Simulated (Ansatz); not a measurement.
Base system: Ru in the hcp (Mg type) structure (space group P6_3/mmc, No. 194; a = 2.704 Å, c = 4.263 Å; relaxed with 0.1 eV smearing). Axes: x lies along a and z along c of the hexagonal cell.

All numbers come from DFT with r2SCAN, PAW potentials and a 500 eV plane-wave cutoff in Ansatz (a program for electronic structure), no SOC.

Base values:

```
Item               Result
---------------  --------
Pressure          0.0 GPa
Volume per atom  13.50 Å³
```

The change: compressive biaxial strain of 1.50 % in the plane normal to [001], as in epitaxy on a mismatched substrate; the out-of-plane cell vector and the atoms relax.

### Question
How does this affect the pressure and volume per atom?

### Answer
The pressure (mean of the normal stresses, compression positive) goes from zero to 7.7 GPa; the volume per atom drops by 0.29 Å³, from 13.50 Å³ to 13.21 Å³.

Whether these cells are dynamically stable was not tested. The final runs are not spin-polarised.
